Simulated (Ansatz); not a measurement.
Consider WTe₂ (space group Fm-3m, No. 225; a = 6.569 Å; a hypothetical phase, not in the database extracts checked).

The change: a hydrostatic pressure of 9 GPa.

Levels (all Ansatz, a first-principles code, PAW): PBEsol (420 eV, scalar-relativistic without spin-orbit coupling); PBEsol+SOC (420 eV, noncollinear with spin-orbit coupling).

The geometry is relaxed with PBEsol.

| Item | Value |
|---|---|
| PBEsol pressure | 9.0 GPa |

With PBEsol+SOC at the same geometry, the pressure increases by 0.2 GPa, from 9.0 GPa to 9.2 GPa.

Single points use the geometry relaxed with PBEsol. Differences between runs with and without spin-orbit coupling are approximate. Load acts through the strain it causes; cell and atoms are relaxed under it. No phonon test of stability was made. No other phases were tried under pressure. The runs without spin-orbit coupling are not spin-polarised. WTe2 has a high density of states at the Fermi level and may be magnetic at this level.
